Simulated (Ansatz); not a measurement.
## A computed series for La3In: pressure series

Take La3In in the Cu3Au type structure (space group Pm-3m, No. 221; a = 5.075 Å) as the base.

Cell and atoms are relaxed at each pressure.

All numbers come from r2SCAN (Ansatz, a quantum-chemistry and plane-wave program; PAW; 500 eV plane waves; without spin-orbit coupling).

Two rows of this table had their results exchanged by mistake.

```tsv
pressure	volume per atom (Å³)	shortest distance (Å)	band gap
pressure −2 GPa	34.60	3.658	zero
pressure −1 GPa	33.57	3.621	zero
pressure 0.9 GPa	31.95	3.562	zero
pressure 2.1 GPa	31.10	3.530	zero
pressure 4.5 GPa	29.67	3.475	zero
pressure 9 GPa	22.56	3.172	zero
pressure 15 GPa	25.71	3.313	zero
pressure 22.5 GPa	23.92	3.234	zero
pressure 30 GPa	27.65	3.394	zero
```

Task: Which two?

Result: The rows for pressure 9 GPa and pressure 30 GPa: the volume has to fall steadily with pressure, so 27.65 Å³ belongs to pressure 9 GPa and 22.56 Å³ to pressure 30 GPa.

Load acts through the strain it causes; cell and atoms are relaxed under it. No phonon test of stability was made. No other phases were tried under pressure.
